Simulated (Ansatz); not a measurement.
```xyz
54
Lattice="4.3742 -0.0001 -0.0067 -2.1871 3.7880 -0.0344 1.4214 0.1727 24.9320" Properties=species:S:1:pos:R:3 pbc="T T T"
C      1.4944     1.8912     1.0659
C     -0.7479     4.1522     0.9797
C      2.8008     1.1023     1.0583
C      1.1741     2.3605     2.5048
C     -1.0416     3.6922     2.4874
C      3.3065     1.1377     2.5276
C      2.6151     2.4149     3.0381
C      0.4220     3.6514     3.0009
C      0.4027     1.1388     3.0471
C      2.6117     2.4322     4.5807
C      0.4189     3.6732     4.5626
C      0.4065     1.1580     4.5938
C     -0.3110     2.4263     5.1024
C      1.8748     3.6893     5.0843
C      1.8757     1.1630     5.0935
C     -0.3083     2.4423     6.6459
C      1.8766     3.7047     6.6291
C      1.8784     1.1785     6.6468
C      1.1507     2.4457     7.1559
C     -1.0367     3.7110     7.1464
C      3.3353     1.1844     7.1653
C      1.1532     2.4612     8.7021
C     -1.0344     3.7266     8.6936
C      3.3377     1.2001     8.7119
C      2.6133     2.4729     9.2161
C      0.4277     3.7251     9.2064
C      0.4180     1.2056     9.2312
C      2.6163     2.4894    10.7638
C      0.4306     3.7401    10.7540
C      0.4195     1.2212    10.7780
C     -0.3047     2.4901    11.3021
C      1.8890     3.7553    11.2895
C      1.8845     1.2217    11.2485
C     -0.3025     2.5051    12.8890
C      1.8883     3.7702    12.8847
C      1.8851     1.2358    12.7326
C      1.1840     2.4687    13.3299
C     -0.9952     3.8107    13.3714
C      3.2846     1.2476    13.3565
C      1.4185     2.0920    14.7751
C     -0.7025     4.2760    14.8531
C      2.7723     1.3293    14.8507
Mo     1.6936     0.2394    17.1318
Mo     2.7793     2.1512    19.4428
Mo     1.6882     0.2572    21.7266
Mo     2.7422     2.1644    23.8699
Si     4.3262     1.8082    15.9959
Si     1.7444     2.8217    17.2201
Si     0.5802     3.4119    19.3605
Si     0.5937     0.8958    19.3738
Si     3.8937     1.5129    21.7084
Si     1.6705     2.7914    21.6709
Si     0.5777     3.3928    24.1146
Si     4.9234     0.9004    24.2187
```

The first 42 atoms are the substrate (C-dia), the rest the film (MoSi2).

The numbers are results of PBE (plane waves to 420 eV, PAW; Ansatz, an electronic-structure program), not measurements. Spin–orbit coupling is left out; the runs are not spin-polarised; PBE gaps are too small against experiment. Its k-point mesh 7×7×1, Fermi–Dirac width 0.05 eV.

Describe the bonding at the interfaces and give the barriers.

A periodic stack without vacuum, tetragonal MoSi2 (1 1 0) on diamond (1 1 1) (film strained to the substrate, started from cuts of the bulks and a machine-learned relaxation): substrate slab C42, film Mo4Si8, surface cells [[1, 1], [-2, 1]] and [[-1, -1], [1, 0]], film strained by -3.9 and -3.8 %, outermost planes C/C and MoSi/MoSi as cut, which need not be the usual terminations and can put a slab off its formula.
The interface area comes out as 16.6 Å², the period comes out as 24.93 Å and the gaps between the outermost planes at the two interfaces is 1.13 and 1.72 Å. The C–Mo contacts across the interfaces within 1.22 times the sum of covalent radii is 5, mean 2.51 Å and the C–Si contacts across the interfaces within 1.22 times the sum of covalent radii is 4, mean 1.97 Å. The hole barrier (PBE) comes out as 0.45 eV and the electron barrier (PBE) is 3.67 eV.
